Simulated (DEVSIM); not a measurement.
System: Schottky contact on n-type GaP, at 350 K.

Layer 1 from the left is GaP, thickness (μm) 11.0, Nd (cm⁻³) 1.2e17, τn (s) 3.2e-7, τp (s) 3.2e-7.

Left contact: Schottky, work function 4.72 eV, emission velocity 1.6e6 cm/s. Right contact: ohmic. Voltage is applied to the left contact. Recombination: SRH at mid-gap, radiative, Auger. Mobility is μmin + (μ − μmin)/(1 + (N/Nref)^α).

The device is made up for the run: typed textbook-type constants, with dimensions and the other settings drawn at random. Values at 300 K; Nc and Nv go as T^1.5, mobilities as T to minus their exponent, the gap by Varshni's rule with the affinity fixed.

GaP: gap (eV) 2.26, affinity (eV) 3.8, permittivity 11.1, Nc (cm⁻³) 1.8e19, Nv (cm⁻³) 1.9e19, μn (cm²/Vs) 250, μp (cm²/Vs) 150, μn,min 10, μp,min 10, Nref,n 4.4e18, Nref,p 1e18, αn 0.8, αp 0.85, T exponent of μn 1.6, T exponent of μp 1.98, B (cm³/s) 1e-13, Cn (cm⁶/s) 1e-30, Cp (cm⁶/s) 1e-30, Varshni α (eV/K) 0.00058, Varshni β (K) 372.

DEVSIM, 1D drift-diffusion, Boltzmann statistics, complete ionisation; no tunnelling, impact ionisation, image-force lowering or self-heating. Metal contacts follow the ideal Schottky-Mott rule: no Fermi-level pinning, no interface dipoles.

Dark forward current:

```
|V| (V)  |J| (A/cm²)
-------  -----------
0.05        1.326e-6
0.10        8.264e-6
0.15        4.458e-5
0.20       0.0002346
0.25        0.001229
0.30        0.006425
0.35         0.03356
0.40          0.1749
0.45          0.9044
0.50           4.530
0.55           20.04
0.60           65.31
0.65           146.9
0.70           254.4
0.75           377.3
0.80           509.4
0.85           647.5
0.90           789.8
0.95           935.0
1.00            1082
1.05            1232
1.10            1382
1.15            1534
1.20            1687
1.25            1840
1.30            1994
```

Q: Work out the local ideality factor n = ΔV / (kT/q · ln(J2/J1)) between the rows 0.15 and 0.20 V, 1.25 and 1.30 V.

A: kT/q = 30.16 mV. From 0.15 to 0.20 V: ln(0.0002346/4.458e-5) = 1.661, n = 1.00, near the 1 of diffusion or emission over a barrier. From 1.25 to 1.30 V: ln(1994/1840) = 0.080, n = 20.63; the layers' resistance at their doping, Σ W/(qμN) = 0.00031 Ω cm², would take 48 mV of this step of 50 mV.

Q: Estimate the current at 0.30 V for emission alone, J0 = q v N_band exp(−φB/kT), and read the barrier back from the simulated current.

A: φB = 0.920 eV, N_band = 2.27e19 cm⁻³, J0 = 3.29e-7 A/cm²; J = J0 (exp(qV/kT) − 1) = 0.00687 A/cm². The simulation gives 0.00643 A/cm²; the estimate lies 6.9 % above. Read backwards, the simulated current gives an apparent barrier of 0.922 eV. The estimate leaves out transport through the depletion region and minority injection.
